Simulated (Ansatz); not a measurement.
## What uniaxial stress, 0.5 GPa tension along x does to MgRh

Start from MgRh in the CsCl type structure (space group Pm-3m, No. 221; a = 3.084 Å; relaxed with 0.1 eV smearing). Axes: x, y, z lie along the cube axes.

It is then changed as follows: uniaxial stress, 0.5 GPa tension along x; all other stress components relax to zero.

Method: PBEsol/PAW in Ansatz (a first-principles code), spin-orbit coupling left out. Γ-centred 19×19×19 mesh, Fermi–Dirac width 0.1 eV.

```json
[
 {"quantity": "volume per atom", "base": "14.66 Å³", "changed": "14.68 Å³", "shift": "+0.02 Å³"},
 {"quantity": "space group", "base": "Pm-3m (No. 221)", "changed": "P4/mmm (No. 123)", "shift": "–"},
 {"quantity": "shortest interatomic distance", "base": "2.671 Å", "changed": "2.672 Å", "shift": "+0.001 Å"},
 {"quantity": "energy relative to the base (free energy F)", "base": "0 meV/atom", "changed": "+0.1 meV/atom", "shift": "+0.1 meV/atom"},
 {"quantity": "band gap", "base": "zero", "changed": "zero", "shift": "–"},
 {"quantity": "strain response (xx, yy, zz)", "base": "–", "changed": "(+0.46, −0.16, −0.16) %", "shift": "–"}
]
```

Final structure:

```xyz
2
Lattice="3.0979 0.0000 0.0000 0.0000 3.0787 0.0000 0.0000 0.0000 3.0787" Properties=species:S:1:pos:R:3 pbc="T T T"
Mg     0.0000     0.0000     0.0000
Rh     1.5490     1.5393     1.5393
```

Beyond what the load breaks, stability against distortions was not tested. The final runs are not spin-polarised.
